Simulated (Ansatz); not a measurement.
Cell and atoms of amorphous Si₂₂Ba₃O₄₇:

```xyz
72
Lattice="10.9980 0.3794 0.2000 0.3794 9.9263 -0.3570 0.2000 -0.3570 10.2195" Properties=species:S:1:pos:R:3 pbc="T T T"
Si     8.7414     1.4082     2.0787
Si     1.8094     7.5677     6.2074
Si     1.6301     7.2474     3.0458
Si     4.8246     0.4733     6.3112
Si     3.8422     6.7523     1.1404
Si     0.5940     9.4564     0.8728
Si     4.9555     7.3652     6.3489
Si     0.9867     3.1896     8.0317
Si     7.7797     8.7308     2.6549
Si     2.2867     4.2061     0.3794
Si     7.0128     2.4488     7.0492
Si     6.7786     5.0618     6.0222
Si     8.8826     3.2679     4.5966
Si     0.9353     2.7538     5.1807
Si     7.3389     7.2084     8.0540
Si     3.5440     9.7482     0.7701
Si     0.4019     4.3003     2.7970
Si     1.8760     0.6758     6.8670
Si     4.6431     2.2406     0.9675
Si     6.9289     6.3074     0.7888
Si     7.5465     2.9364    10.1342
Si     4.8619     0.5881     3.3300
Ba     9.6365     0.4040     8.4968
Ba    10.3979     6.5208     9.3379
Ba     9.6576     6.8125     5.2145
O      1.6391     0.1975     0.7649
O     10.6103     4.1524     8.7253
O      8.0894     2.2938     5.8750
O      8.3532     2.2953     3.3683
O      3.4672     0.7647     7.1734
O      3.4132     0.0853     2.7333
O     10.3561     1.1490     2.0986
O      7.8572     4.6188     4.8668
O      8.3686     9.8885     1.6103
O      0.6516     5.9234     3.0663
O      8.3447     2.2142     0.6581
O      1.6025     7.7678     4.5765
O      7.7288     5.8882     7.0954
O      8.5216     8.2477     7.7823
O      7.7188     7.2255     1.8802
O      1.4410     3.6154     6.4863
O      0.6188     6.7262     6.8452
O      5.3543     6.1415     1.1800
O      5.7392     7.4714     7.7894
O     11.0198     8.8963    10.0197
O      1.6477     9.1198     6.7555
O      1.5597     1.2390     5.3587
O      7.8056     2.6405     8.5197
O      2.8352     5.7528     0.3360
O      7.4294     6.7174     9.6065
O      0.9485     8.3037     2.0144
O      5.3064     1.8863     2.4197
O      4.1542     0.8265     0.2874
O      8.6300     8.5820     3.9748
O      3.3813     3.2541     1.1077
O      6.0897     3.7861     6.7729
O      0.8789     4.1070     1.2321
O      5.2743     8.7979     5.6415
O      7.5898     4.8063     0.5190
O      9.8599     4.4048     3.4033
O      3.8756     8.1950     0.3863
O      6.2179     9.2259     2.8539
O      1.4162     3.4508     3.7843
O      3.1803     6.9023     2.6365
O     10.3115     3.0270     5.4280
O      6.0738     1.1036     7.1621
O      0.9683     1.5116     7.9522
O      4.7487     1.1705     4.8435
O      5.7702     2.9561     0.0661
O      2.2516     3.4996     9.0410
O      5.6404     6.1191     5.5016
O      3.3623     7.0967     6.5047
```

All values below come from PBE, scalar-relativistic without spin-orbit coupling (plane waves to 420 eV, PAW; Ansatz, a quantum-chemistry and plane-wave program).

Preparation: random packing, a CHGNet melt and quench, and a DFT relaxation. O atoms were pushed apart under 1.9 Å during the dynamics, to hinder bonds among them. The hot cell started wider than the set density and was brought back towards it in steps. It is the lowest in DFT energy of 2 quenches. It is a model cell: composition and starting density were chosen by hand, and all elements were melted together. No dispersion term was used. Its density started from a set value of 2.75 and ended at 2.66 g/cm³. The simulated quench (nominally 310 K/ps over its main leg) is rapid and tends to freeze in more defects than a deposited or slowly cooled glass has. One small periodic cell is one sample of the glass; other quenches scatter about these values. Volume and shape were free in the relaxation.

Bonds are counted up to Si-Si 2.60 Å, Si-Ba 3.59 Å, Si-O 2.04 Å, Ba-Ba 4.73 Å, Ba-O 3.37 Å, O-O 1.58 Å. Two cations that share two anions don't count as bonded, nor two that share one unless they lie closer than Si-Si 2.38 Å, Si-Ba 3.49 Å, Ba-Ba 4.60 Å.

Problem. Give the coordination numbers, mean bond lengths and angles.

Solution. 
```
Property                                                                                                      Result
---------------------------------  ---------------------------------------------------------------------------------
Mean coordination of Si by anions                                                         4.05 (21 with 4, 1 with 5)
Mean coordination of Ba by anions  6.33 (1 with 5, 1 with 6, 1 with 8); 2 close contacts or bonds to cations besides
Mean coordination of O                                                         2.30 (34 with 2, 12 with 3, 1 with 4)
Mean Si-O bond                                                                  1.644 Å (spread 0.040 Å, 89 counted)
Mean Ba-O bond                                                                  2.818 Å (spread 0.232 Å, 19 counted)
Mean Ba-Ba close contact                                                         4.589 Å (spread 0.000 Å, 1 counted)
Bond angle at Si                                                                            mean 109.3°, spread 8.1°
Bond angle at Ba                                                                            mean 98.7°, spread 33.3°
Bond angle at O                                                                            mean 123.8°, spread 20.7°
```

Problem. List the pairs of like atoms that count as bonded by the rules above.

Solution. Ba23-Ba25 (4.59 Å).

Problem. What Bader charges do the atoms carry, from a run on the zone centre alone?

Solution. Means (range): Si +3.27 e (+3.24 to +3.29), Ba +1.64 e (+1.62 to +1.68), O -1.64 e (-1.66 to -1.56).
| atom | charge (e) |
|---|---|
| Si1 | +3.28 |
| Si2 | +3.26 |
| Si3 | +3.28 |
| Si4 | +3.28 |
| Si5 | +3.29 |
| Si6 | +3.27 |
| Si7 | +3.28 |
| Si8 | +3.24 |
| Si9 | +3.26 |
| Si10 | +3.28 |
| Si11 | +3.26 |
| Si12 | +3.26 |
| Si13 | +3.27 |
| Si14 | +3.27 |
| Si15 | +3.25 |
| Si16 | +3.27 |
| Si17 | +3.26 |
| Si18 | +3.27 |
| Si19 | +3.28 |
| Si20 | +3.28 |
| Si21 | +3.28 |
| Si22 | +3.27 |
| Ba23 | +1.68 |
| Ba24 | +1.64 |
| Ba25 | +1.62 |
| O26 | -1.65 |
| O27 | -1.56 |
| O28 | -1.62 |
| O29 | -1.64 |
| O30 | -1.64 |
| O31 | -1.64 |
| O32 | -1.64 |
| O33 | -1.63 |
| O34 | -1.65 |
| O35 | -1.66 |
| O36 | -1.65 |
| O37 | -1.66 |
| O38 | -1.66 |
| O39 | -1.57 |
| O40 | -1.65 |
| O41 | -1.64 |
| O42 | -1.57 |
| O43 | -1.65 |
| O44 | -1.64 |
| O45 | -1.57 |
| O46 | -1.65 |
| O47 | -1.64 |
| O48 | -1.64 |
| O49 | -1.65 |
| O50 | -1.66 |
| O51 | -1.66 |
| O52 | -1.64 |
| O53 | -1.64 |
| O54 | -1.56 |
| O55 | -1.65 |
| O56 | -1.64 |
| O57 | -1.65 |
| O58 | -1.65 |
| O59 | -1.64 |
| O60 | -1.60 |
| O61 | -1.64 |
| O62 | -1.65 |
| O63 | -1.64 |
| O64 | -1.64 |
| O65 | -1.65 |
| O66 | -1.64 |
| O67 | -1.65 |
| O68 | -1.64 |
| O69 | -1.65 |
| O70 | -1.65 |
| O71 | -1.63 |
| O72 | -1.65 |
